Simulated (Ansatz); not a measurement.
# Free triangular strip chain of Ag atoms

Level of theory: PBE (plane waves to 420 eV, PAW; Ansatz, a quantum-chemistry and plane-wave program). Mesh 1×1×106. No spin polarisation, so a magnetic state wasn't tested. One-dimensional cell, images about 11 Å apart. A hypothetical model. Symmetry and one short period hold its shape; lower forms weren't sought. Pairing along the axis, which can open a gap, is among the distortions not tried. Values not marked SOC lack spin–orbit coupling.

```
Quantity                                                                                                             Value
--------------------------------------------------------------------  ----------------------------------------------------
period along the axis (2 atoms)                                                                                    2.730 Å
PBE gap                                                                                               none (under 0.01 eV)
crossings of the Fermi level between Γ and the zone edge (49 points)  2, each for both spins (ideal conductance 2 × 2e²/h)
work function (PBE)                                                                                                4.46 eV
```

```yaml
crystal:
  lattice:
    - [13.50000, 0.00000, 0.00000]
    - [0.00000, 11.00000, 0.00000]
    - [0.00000, 0.00000, 2.72983]
  atoms:
    - { symbol: Ag, position: [0.41092, 0.50000, 0.00000] }
    - { symbol: Ag, position: [0.58908, 0.50000, 0.50000] }
```
